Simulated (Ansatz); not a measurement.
The parent structure is Se (space group P3_121, No. 152; made of chains).

```yaml
crystal:
  lattice:
    - [4.50569, 0.00000, 0.00000]
    - [-2.25284, 3.90204, 0.00000]
    - [0.00000, 0.00000, 4.99129]
  atoms:
    - { symbol: Se, position: [0.21709, 0.00000, 0.83333] }
    - { symbol: Se, position: [0.00000, 0.21709, 0.16667] }
    - { symbol: Se, position: [0.78291, 0.78291, 0.50000] }
```

Cartesian axes are those of the cell as printed.

Level of theory: DFT with r2SCAN, PAW potentials and a 500 eV plane-wave cutoff in Ansatz (a first-principles code), scalar-relativistic without spin-orbit coupling.

Strains are applied to the cell and any free atomic positions relax.

One change was made to it. Results:

The pressure (mean of the normal stresses, compression positive) goes from zero to 0.07 GPa; the energy is nearly the same.

### Question
What was done to the base?
A. isotropic strain −1.42 %
B. isotropic strain +5.55 %
C. strain tensor (xx, yy, zz, yz, xz, xy) = (+0.57, +0.23, −0.41, +0.42, −0.47, +0.54) %
D. isotropic strain +0.51 %

### Answer
C, strain tensor (xx, yy, zz, yz, xz, xy) = (+0.57, +0.23, −0.41, +0.42, −0.47, +0.54) %. For comparison, the pressure in the other runs: isotropic strain +0.51 % gives -0.28 GPa; isotropic strain +5.55 % gives -2.19 GPa; isotropic strain −1.42 % gives 0.89 GPa.

Whether these cells are dynamically stable was not tested. No dispersion term is included, though the crystal is made of layers, chains or molecules, so its spacings can come out too wide.
